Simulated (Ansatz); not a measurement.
The starting structures come from a database of crystals and need not be the phases stable at ambient conditions.

By PBEsol, the system below comes out a metal.

The ballistic (Sharvin) conductance counts the channels at the Fermi level: G/A = (e²/h) × channels of both spins per area.

Consider the following.

```
CELL_PARAMETERS angstrom
      2.93759     0.00000     0.00000
      0.00000     2.93759     0.00000
      0.00000     0.00000     5.27942
ATOMIC_POSITIONS crystal
  Si 0.50000 0.50000 0.72051
  Si 0.50000 0.50000 0.27949
  Ru 0.00000 0.00000 0.00000
```

Space group of this cell: P4/mmm. The cell is strained (lengths across the current scaled by 1.02, ions clamped); by PBEsol its mean pressure is -11.7 GPa.

The current flows along the normal of the first two printed cell vectors, the (001) (indices of the unstrained crystal) plane of the conventional cell. No spin-orbit coupling; the value is a mean over 0.1 eV about the Fermi level.

**Question.** Compute, with Ansatz (a first-principles code) with PBEsol, the ballistic conductance per area.

**Answer.** 0.35 × 10¹⁵ S/m² for both spins.
